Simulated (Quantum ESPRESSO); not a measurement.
# Equation of state of cubic perovskite BaHfO3 (space group 221): energy against volume (Quantum ESPRESSO, PBEsol)

```yaml
crystal:
  lattice:
    - [4.04892, 0.00000, 0.00000]
    - [0.00000, 4.04892, 0.00000]
    - [0.00000, 0.00000, 4.04892]
  atoms:
    - { symbol: Ba, position: [0.00000, 0.00000, 0.00000] }
    - { symbol: Hf, position: [0.50000, 0.50000, 0.50000] }
    - { symbol: O, position: [0.50000, 0.00000, 0.50000] }
    - { symbol: O, position: [0.00000, 0.50000, 0.50000] }
    - { symbol: O, position: [0.50000, 0.50000, 0.00000] }
```

Method of the run: PBEsol, GBRV 1.5 ultrasoft (PBESOL) pseudopotentials (plane waves; Quantum ESPRESSO 7.5). Settings: ecutwfc = 52 Ry; ecutrho = 416 Ry; occupations = smearing; smearing = fermi-dirac; degauss = 0.000734986 Ry; potentials = {Ba: ba_pbesol_v1.uspp.F.UPF, Hf: hf_pbesol_v1.uspp.F.UPF, O: o_pbesol_v1.2.uspp.F.UPF}; K_POINTS = automatic 8 8 8 0 0 0; conv_thr = 1e-10 Ry; mixing_beta = 0.7. The cell above is the first row's. The rows scale it uniformly. In all rows fractional positions and the k mesh are held. E is the free energy at the stated smearing, counted from the lowest row.

| V (Å^3/atom) | E (meV/atom) |
|---|---|
| 13.275 | ? |
| 13.564 | 26.93 |
| 13.853 | 10.60 |
| 14.141 | 1.89 |
| 14.430 | 0.00 |
| 14.718 | 4.20 |
| 15.007 | 13.88 |
| 15.296 | 28.46 |
| 15.584 | 47.42 |

The 8 complete rows are fitted with the third-order Birch-Murnaghan form, a cubic in V^(-2/3), E against V. With u = V^(-2/3) - 0.168, the rows have u = 0.007823, 0.005369, 0.003007, 0.000716, -0.001492, -0.003637, -0.005714, -0.007719. Least squares gives E = 0.712 - 1430.12·u + 604821·u² + 817266·u³. Residuals (row less fit): 0.000, 0.005, -0.013, 0.002, 0.011, 0.006, -0.019, 0.008; standard error 0.014 (degrees of freedom: 4). Its minimum lies at u = 0.001179, so V0 = (0.169179)^(-3/2) = 14.37. There d²E/du² = 1215000 and d³E/du³ = 4904000, so B0 = (4/9) × 14.37^(-7/3) × 1215000 × 0.160218 = 172 GPa (the last factor turns the table's units into GPa), and B0' = 4 + (2/3) × 0.169179 × (4904000)/1215000 = 4.5. The program's pressures in the fitted runs (not shown) pass through zero at V = 14.35, 0.12 % from this V0.

Task: What does the fit predict for E at V = 13.275, and how far is the calculated value from it?

Result: u = 0.010365, so E = 0.712 - 1430.12 × 0.010365 + 604821 × 0.010365² + 817266 × 0.010365³ = 51.777 meV/atom. The calculation gives 51.75 meV/atom, 0.027 meV/atom below the prediction (0.1 % of the range of E in the table). The row lies outside the fitted rows, so this is an extrapolation. From the scatter of the fitted rows alone, a prediction at this place has a standard error of 0.040 meV/atom, so the miss is 0.7 times that.

Carrying the step between the two nearest rows on in a straight line would have given 43.26, off by 8.49; series whose last step already gives the withheld value aren't shown. The scan was laid around a cell of about the measured size, scaled by a guess for this functional. The runs keep the symmetry of the cell, so they don't test it for distortions. Spin-orbit coupling is off. Cutoffs and mesh are single choices, not tested for convergence of this quantity. Series with a scatter that would blur these digits, or in which a gap closes, are not shown. Nor are scans whose minimum lies at an end fitted in this form.
